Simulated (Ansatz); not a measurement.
Candidates (primitive cells; geometry: cell and atoms relaxed with PBEsol):
A. Cu2O (Pn-3m), a = b = c = 4.2227 Å, α = β = γ = 90.00°
B. BaTiO₃ (P4mm), a = 3.955 Å, b = 3.955 Å, c = 4.045 Å, α = 90.00°, β = 90.00°, γ = 90.00°
C. SnO₂ (P4_2/mnm), a = 4.769 Å, b = 4.769 Å, c = 3.212 Å, α = 90.00°, β = 90.00°, γ = 90.00°
D. KTaO3 (Pm-3m), a = b = c = 3.985 Å, α = β = γ = 90.00°
E. LiNbO3 (R3c), a = b = c = 5.4795 Å, α = β = γ = 55.88°

**Question.** Put the candidates in order of electron conductivity mass, lowest first, for PBEsol with spin-orbit coupling, rigid bands in Ansatz (an electronic-structure program).

**Answer.** C (0.190 mₑ), D (0.45 mₑ), B (0.64 mₑ), A (0.97 mₑ), E (1.67 mₑ)

Masses are for dilute carriers at 300 K, harmonic means over directions unless an axis is named.
